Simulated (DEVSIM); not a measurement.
System: abrupt Si n-p junction, at 300 K.

```tsv
layer (left to right)	material	thickness (μm)	Nd (cm⁻³)	Na (cm⁻³)	τn (s)	τp (s)
1	Si	0.100	6.1e18	-	1e-5	1e-5
2	Si	11.0	-	5.3e15	1e-5	1e-5
```

Left contact: ohmic. Right contact: ohmic. Voltage is applied to the left contact. Recombination: SRH at mid-gap, Auger. Mobility is μmin + (μ − μmin)/(1 + (N/Nref)^α).

Constants are typed, rounded textbook-type inputs, not results; the design itself was drawn at random and stands for no fabricated device. Values at 300 K.

```csv
parameter,Si
gap (eV),1.124
affinity (eV),4.05
permittivity,11.7
Nc (cm⁻³),2.86e19
Nv (cm⁻³),3.1e19
μn (cm²/Vs),1417
μp (cm²/Vs),470
"μn,min",52
"μp,min",45
"Nref,n",9.7e16
"Nref,p",2.2e17
αn,0.68
αp,0.72
Cn (cm⁶/s),2.8e-31
Cp (cm⁶/s),9.9e-32
```

Model (solved in DEVSIM): 1D drift-diffusion, Boltzmann statistics, complete ionisation; no tunnelling, impact ionisation, image-force lowering or self-heating.

Q: Tabulate band edges, carrier densities and field at -0.9 V on the left contact.

A: Energies count from the Fermi level of the right contact; mesh points crowd at the junctions.

```tsv
x (μm)	Ec (eV)	Ev (eV)	n (cm⁻³)	p (cm⁻³)	field (V/cm)
0.000	0.940	-0.184	6.1e18	< 1e2	-16
0.01740	0.940	-0.184	6.1e18	7.9e14	-16
0.03928	0.940	-0.184	6.1e18	1.8e15	-16
0.06660	0.940	-0.184	6.1e18	3.0e15	-16
0.09411	0.941	-0.183	5.9e18	4.4e15	6300
0.1093	1.018	-0.106	3.0e17	9.0e16	23000
0.1373	1.033	-0.091	1.6e17	1.7e17	410
0.2143	1.033	-0.091	1.6e17	1.7e17	-35
0.3204	1.033	-0.091	1.6e17	1.6e17	-35
0.5256	1.032	-0.092	1.6e17	1.6e17	-35
0.9033	1.031	-0.093	1.5e17	1.6e17	-37
1.867	1.027	-0.097	1.4e17	1.4e17	-40
3.371	1.020	-0.104	1.2e17	1.2e17	-47
6.031	1.005	-0.119	7.9e16	8.5e16	-69
8.771	0.980	-0.144	4.0e16	4.5e16	-130
9.845	0.961	-0.163	2.3e16	2.8e16	-220
10.43	0.946	-0.178	1.4e16	1.9e16	-350
10.73	0.933	-0.191	8.3e15	1.4e16	-520
10.95	0.918	-0.206	3.9e15	9.0e15	-900
11.03	0.910	-0.214	2.1e15	7.1e15	-1200
11.07	0.904	-0.220	9.7e14	6.0e15	-1400
11.10	0.900	-0.224	22000	5.3e15	-1500
```
